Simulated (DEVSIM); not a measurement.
Device: abrupt Si p-n junction, at 250 K.

Layer 1 from the left is Si, thickness (μm) 2.60, Na (cm⁻³) 2.6e18, τn (s) 1.6e-5, τp (s) 1.6e-5. Layer 2 from the left is Si, thickness (μm) 60.0, Nd (cm⁻³) 3.8e16, τn (s) 1.6e-5, τp (s) 1.6e-5.

Left contact: ohmic. Right contact: ohmic. Voltage is applied to the left contact. Recombination: SRH at mid-gap, radiative, Auger. Mobility is μmin + (μ − μmin)/(1 + (N/Nref)^α).

The device is made up for the run: typed textbook-type constants, with dimensions and the other settings drawn at random. Values at 300 K; Nc and Nv go as T^1.5, mobilities as T to minus their exponent, the gap by Varshni's rule with the affinity fixed.

Si: gap (eV) 1.124, affinity (eV) 4.05, permittivity 11.7, Nc (cm⁻³) 2.86e19, Nv (cm⁻³) 3.1e19, μn (cm²/Vs) 1417, μp (cm²/Vs) 470, μn,min 52, μp,min 45, Nref,n 9.7e16, Nref,p 2.2e17, αn 0.68, αp 0.72, T exponent of μn 2.3, T exponent of μp 2.2, B (cm³/s) 4.7e-15, Cn (cm⁶/s) 2.8e-31, Cp (cm⁶/s) 9.9e-32, Varshni α (eV/K) 0.000473, Varshni β (K) 636.

Model (solved in DEVSIM): 1D drift-diffusion, Boltzmann statistics, complete ionisation; no tunnelling, impact ionisation, image-force lowering or self-heating.

Dark forward current:

| |V| (V) | |J| (A/cm²) |
|---|---|
| 0.05 | 9.800e-13 |
| 0.10 | 3.992e-12 |
| 0.15 | 1.393e-11 |
| 0.20 | 4.737e-11 |
| 0.25 | 1.633e-10 |
| 0.30 | 5.968e-10 |
| 0.35 | 2.510e-9 |
| 0.40 | 1.360e-8 |
| 0.45 | 9.814e-8 |
| 0.50 | 8.625e-7 |
| 0.55 | 8.315e-6 |
| 0.60 | 8.305e-5 |
| 0.65 | 0.0008400 |
| 0.70 | 0.008531 |
| 0.75 | 0.08654 |
| 0.80 | 0.8573 |
| 0.85 | 7.310 |
| 0.90 | 43.94 |
| 0.95 | 183.0 |
| 1.00 | 540.6 |
| 1.05 | 1198 |
| 1.10 | 2171 |

**Question.** Work out the local ideality factor n = ΔV / (kT/q · ln(J2/J1)) between the rows 0.10 and 0.15 V, 0.65 and 0.70 V, 1.05 and 1.10 V.

**Answer.** kT/q = 21.54 mV. From 0.10 to 0.15 V: ln(1.393e-11/3.992e-12) = 1.250, n = 1.86, near the 2 of recombination in the depletion region. From 0.65 to 0.70 V: ln(0.008531/0.0008400) = 2.318, n = 1.00, near the 1 of diffusion or emission over a barrier. From 1.05 to 1.10 V: ln(2171/1198) = 0.595, n = 3.90.

**Question.** Estimate the current at 0.65 V from the Shockley equation with J0 = Σ q ni² D/(N L) coth(W/L), τ joining the SRH, radiative and Auger lifetimes that are on, and W taken as the whole layer.

**Answer.** ni² = 6.36e15 cm⁻⁶; electrons in the p layer: μ = 280 cm²/Vs, D = 6.02 cm²/s, τ = 1.34e-6 s, L = 28.4 μm, W/L = 0.091, term 9.10e-18 A/cm²; holes in the n layer: μ = 562 cm²/Vs, D = 12.1 cm²/s, τ = 1.59e-5 s, L = 139 μm, W/L = 0.43, term 5.75e-17 A/cm². J0 = 6.66e-17 A/cm², and J = J0 exp(qV/kT) = 0.000849 A/cm². The simulation gives 0.000840 A/cm²; the estimate lies 1.0 % above. The estimate leaves out recombination in the depletion region and that region's share of W.
